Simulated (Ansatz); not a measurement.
A self-consistent single point of Ta₂H (P2, 3 atoms in the cell) with Ansatz (a first-principles code).

Computed with LDA (PW92), default PAW files made with PBE (plane waves; Ansatz).

```yaml
crystal:
  lattice:
    - [1.72910, -2.38333, 0.00000]
    - [1.72910, 2.38333, 0.00000]
    - [0.00000, 0.00000, 4.78236]
  atoms:
    - { symbol: Ta, position: [0.00000, 0.50000, 0.27503] }
    - { symbol: Ta, position: [0.50000, 0.00000, 0.73543] }
    - { symbol: H, position: [0.00000, 0.00000, 0.00000] }
```

Reference input (self-consistent single point, DFT, LDA (PW92), plane waves, default PAW files made with PBE): basis.ecutwfc = 420 eV; kpoints.mp_grid.grid = 12 12 7; hamiltonian.xc = lda; hamiltonian.pseudopotentials = {kind: paw} (the program's default PAW files); scf.occupations.method = fermi_dirac; scf.occupations.width = 0.1 eV. This run's input differs from it in these lines:

Ansatz 0.2 input:
```diff
@@ -13,3 +13,3 @@
   mp_grid:
-    grid: [12, 12, 7]
+    grid: [19, 19, 11]
 hamiltonian:
@@ -21,3 +21,3 @@
     method: fermi_dirac
-    width: 0.1
+    width: 0.02
 output:
```

Output, abridged:

```
SCF iter   1: F=—  HF=-19381.333472 eV  |F-HF|=—  |Δ(HF+E_count)|=         —  Δρ=6.45e-3  dr2=1.55e-2  ethr=1.77e-3  ⟨swp⟩=6.1  Hψ=89206  notcnv=0
all-band conjugate gradients solve this SCF's bands
preconditioner: auto → none
SCF iter   2: F=—  HF=-19381.330320 eV  |F-HF|=—  |Δ(HF+E_count)|=   3.15e-3  Δρ=3.74e-3  dr2=5.68e-3  ethr=5.75e-5  ⟨swp⟩=2.0  Hψ=33110  notcnv=0  defer=146
SCF iter   3: F=—  HF=-19381.328685 eV  |F-HF|=—  |Δ(HF+E_count)|=   1.63e-3  Δρ=4.38e-4  dr2=3.83e-5  ethr=2.10e-5  ⟨swp⟩=2.0  Hψ=29986  notcnv=0  defer=188
SCF iter   4: F=—  HF=-19381.328667 eV  |F-HF|=—  |Δ(HF+E_count)|=   1.83e-5  Δρ=9.62e-5  dr2=1.90e-6  ethr=1.42e-7  ⟨swp⟩=2.0  Hψ=33028  notcnv=0  defer=188
SCF iter   5: F=—  HF=-19381.328667 eV  |F-HF|=—  |Δ(HF+E_count)|=   5.41e-8  Δρ=2.69e-5  dr2=1.22e-6  ethr=7.04e-9  ⟨swp⟩=2.3  Hψ=29046  notcnv=0  defer=188
SCF iter   6: F=-19381.328667 eV  HF=-19381.328667 eV  |F-HF|=7.27e-8  |Δ(HF+E_count)|=   2.89e-7  Δρ=1.02e-5  dr2=8.47e-8  ethr=3.70e-10  ⟨swp⟩=3.9  Hψ=80080  notcnv=0
SCF 1 converged in 6 iterations: F = -19381.328667 eV  dr2 = 8.47e-8
Free energy (F): -19381.328667 eV
Internal energy: -19381.326654 eV  (E = F + TS)
E sigma→0 (E₀):  -19381.327660 eV
Entropy (-TS):   -0.002013 eV (-0.671 meV/atom)
Fermi energy:    17.078397 eV
--- Forces (eV/Å), atoms counted from 1 ---
  atom   1  Ta     0.00000000     0.00000000    -0.45844964
  atom   2  Ta    -0.00000000     0.00000000     0.29176649
  atom   3  H     -0.00000000    -0.00000000     0.16668771
--- Stress (GPa, compression-positive) ---
      -11.701334      -0.443480       0.000000
       -0.443481     -11.343460      -0.000000
        0.000000      -0.000000     -10.256057
  P = ⅓ Tr σ = -11.1003 GPa (-111.003 kbar)
  The stress holds the Pulay correction. Without it, at fixed plane waves, as pw.x and ABINIT print it: P = -11.1887 GPa
```

The run converged in 6 iterations. Against the reference run the free energy goes up by 8.6 meV/atom, the pressure hardly changes (-11.02 to -11.10 GPa) and the largest force moves little (0.464 to 0.458 eV/Å).

The starting cell comes from a database of computed structures (which also holds hypothetical and non-ambient phases and stackings), without a prior relaxation at this level. Its lattice was rescaled by up to half a per cent. One atom was moved a little off its site on purpose. Spin polarisation is off. With a pressure of about -11 GPa the cell is away from its equilibrium volume at this level. Ansatz's pressure includes its estimate of the finite-basis (Pulay) stress.

Cost on one core of a shared machine: roughly 50 s.
